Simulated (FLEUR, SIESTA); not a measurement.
A FLEUR input for a self-consistent single point of Cu3Sb (Pm-3m, 4 atoms in the cell) (DFT, LDA (Perdew-Zunger), all-electron FLAPW (FLEUR), scalar-relativistic valence):

Input of the input generator:

```
Cu3Sb crystal
&input film=f /
7.4437105734 0.0000000000 0.0000000000
0.0000000000 7.4437105734 0.0000000000
0.0000000000 0.0000000000 7.4437105734
1.0
1.0 1.0 1.0

4
29 0.5000000000 0.5000000000 0.0000000000
29 0.0000000000 0.5000000000 0.5000000000
29 0.5000000000 0.0000000000 0.5000000000
51 0.0000000000 0.0000000000 0.0000000000

&comp jspins=1 /
&exco xctyp='pz' /
&kpt div1=8 div2=8 div3=8 gamma=t /
&end /
```

```xml
<?xml version="1.0" encoding="UTF-8" standalone="no"?>
<fleurInput fleurInputVersion="0.39">
   <comment>
      Cu3Sb crystal                                                                                       
   </comment>
   <calculationSetup>
      <cutoffs Kmax="4.1" Gmax="12.3" GmaxXC="12.3" numbands="0"/>
      <scfLoop itmax="80" minDistance="0.00001" maxIterBroyd="25" imix="Anderson" alpha="0.05" precondParam="0.0" spinf="2.0"/>
      <coreElectrons ctail="T" frcor="F" kcrel="0" coretail_lmax="0"/>
      <xcFunctional name="pz" relativisticCorrections="F"/>
      <magnetism jspins="1"/>
      <soc l_soc="F" theta="0.0" phi="0.0" spav="F"/>
      <expertModes spex="0" secvar="F"/>
      <geometryOptimization l_f="T" forcealpha="1.0" forcemix="BFGS" epsdisp="0.00001" epsforce="0.00001"/>
      <ldaU l_linMix="F" mixParam="0.05" spinf="1.0"/>
   </calculationSetup>
   <cell>
      <bzIntegration valenceElectrons="48.0" mode="gauss" fermiSmearingEnergy="0.00183747">
         <kPointListSelection listName="default-1"/>
         <!-- k-points included here -->
         <xi:include xmlns:xi="http://www.w3.org/2001/XInclude" href="kpts.xml"> </xi:include>
      </bzIntegration>
      <!-- symmetry operations included here -->
      <xi:include xmlns:xi="http://www.w3.org/2001/XInclude" href="sym.xml"> </xi:include>
      <bulkLattice scale="1.0">
         <bravaisMatrix>
            <row-1>    7.4437105733999998     0.0000000000000000     0.0000000000000000</row-1>
            <row-2>    0.0000000000000000     7.4437105733999998     0.0000000000000000</row-2>
            <row-3>    0.0000000000000000     0.0000000000000000     7.4437105733999998</row-3>
         </bravaisMatrix>
      </bulkLattice>
   </cell>
   <atomSpecies>
      <species name="Copper (Cu)" element="Cu" atomicNumber="29">
         <mtSphere radius="2.46" gridPoints="849" logIncrement="0.015"/>
         <atomicCutoffs lmax="10" lnonsphr="8"/>
         <electronConfig flipSpins="F">
            <coreConfig>(1s1/2) (2s1/2) (2p1/2) (2p3/2) (3s1/2) (3p1/2) (3p3/2)</coreConfig>
            <valenceConfig>(4s1/2) (3d3/2) (3d5/2)</valenceConfig>
            <stateOccupation state="(4s1/2)" spinUp="0.5" spinDown="0.5"/>
         </electronConfig>
         <energyParameters s="4" p="4" d="3" f="4"/>
      </species>
      <species name="Antimony (Sb)" element="Sb" atomicNumber="51">
         <mtSphere radius="2.46" gridPoints="849" logIncrement="0.015"/>
         <atomicCutoffs lmax="10" lnonsphr="8"/>
         <electronConfig flipSpins="F">
            <coreConfig>(1s1/2) (2s1/2) (2p1/2) (2p3/2) (3s1/2) (3p1/2) (3p3/2) (4s1/2) (3d3/2) (3d5/2) (4p1/2) (4p3/2)</coreConfig>
            <valenceConfig>(5s1/2) (4d3/2) (4d5/2) (5p1/2) (5p3/2)</valenceConfig>
            <stateOccupation state="(5p1/2)" spinUp="0.5" spinDown="0.5"/>
            <stateOccupation state="(5p3/2)" spinUp="1.0" spinDown="1.0"/>
         </electronConfig>
         <energyParameters s="5" p="5" d="5" f="4"/>
         <lo type="SCLO" l="2" n="4" eDeriv="0"/>
      </species>
   </atomSpecies>
   <atomGroups>
      <atomGroup species="Copper (Cu)">
         <relPos label="                   1">1.000/2.000 1.000/2.000 .0000000000</relPos>
         <relPos label="                   2">.0000000000 1.000/2.000 1.000/2.000</relPos>
         <relPos label="                   3">1.000/2.000 .0000000000 1.000/2.000</relPos>
         <force calculate="T" relaxXYZ="TTT"/>
      </atomGroup>
      <atomGroup species="Antimony (Sb)">
         <relPos label="                   4">.0000000000 .0000000000 .0000000000</relPos>
         <force calculate="T" relaxXYZ="TTT"/>
      </atomGroup>
   </atomGroups>
   <output dos="F" band="F" slice="F">
      <checks vchk="F" cdinf="F"/>
      <bandDOS minEnergy="-.5*Htr" maxEnergy="0.5*Htr" sigma="0.015" storeEVData="T"/>
      <vacuumDOS vacdos="F" integ="F" star="F" nstars="0" locx1="0.0" locy1="0.0" locx2="0.0" locy2="0.0" nstm="0" tworkf="0.0"/>
      <unfoldingBand unfoldBand="F" supercellX="1" supercellY="1" supercellZ="1"/>
      <plotting iplot="0" polar="F">
         <plot TwoD="T" vec1="  1.0  0.0  0.0" vec2="  0.0  1.0  0.0" vec3="  0.0  0.0  1.0" zero="  0.0  0.0  0.0" file="plot"/>
      </plotting>
      <chargeDensitySlicing numkpt="0" minEigenval="0.0" maxEigenval="0.0" nnne="0" pallst="F"/>
      <specialOutput eonly="F"/>
      <magneticCircularDichroism mcd="F" energyLo="-10.0" energyUp="0.0"/>
   </output>
  <!-- We include the file relax.xml here to enable relaxations (see documentation) -->
  <xi:include xmlns:xi="http://www.w3.org/2001/XInclude" href="relax.xml"> <xi:fallback/> </xi:include>
</fleurInput>
```

Problem. Write the same calculation as an input for SIESTA.

Solution. One input that does it (others would too):

```
# files in the folder: Cu.psml Sb.psml (PseudoDojo LDA standard)
SystemName  Cu3Sb
SystemLabel Cu3Sb

NumberOfAtoms                4
NumberOfSpecies              2
%block ChemicalSpeciesLabel
  1 29 Cu
  2 51 Sb
%endblock ChemicalSpeciesLabel
LatticeConstant              1.0 Ang
%block LatticeVectors
     3.939042000    0.000000000    0.000000000
     0.000000000    3.939042000    0.000000000
     0.000000000    0.000000000    3.939042000
%endblock LatticeVectors
AtomicCoordinatesFormat      Ang
%block AtomicCoordinatesAndAtomicSpecies
     1.969521000    1.969521000    0.000000000  1
     0.000000000    1.969521000    1.969521000  1
     1.969521000    0.000000000    1.969521000  1
     0.000000000    0.000000000    0.000000000  2
%endblock AtomicCoordinatesAndAtomicSpecies

XC.functional                LDA
XC.authors                   PW92
PAO.BasisSize                DZP
PAO.EnergyShift              0.01 Ry
MeshCutoff                   300 Ry
%block kgrid.MonkhorstPack
    8   0   0  0.0
    0   8   0  0.0
    0   0   8  0.0
%endblock kgrid.MonkhorstPack
OccupationFunction           MP
OccupationMPOrder            0
ElectronicTemperature        0.05 eV

MaxSCFIterations             150
SCF.Mixer.Method             Pulay
SCF.Mixer.Weight             0.25
SCF.Mixer.History            8
SCF.DM.Tolerance             1.0E-04
Diag.ParallelOverK           true
WriteForces                  true
```

Basis, cutoffs, solver keys and any potentials are the target program's own. This input uses DFT, LDA PW92, numerical atomic orbitals DZP, PseudoDojo LDA standard norm-conserving potentials (rewritten from UPF to PSML). LDA parametrisations can differ slightly between programs.

The starting cell comes from a database of computed structures (which also holds hypothetical and non-ambient phases and stackings), without a prior relaxation at this level. Its lattice was rescaled by a random factor within 2.5 % of one.
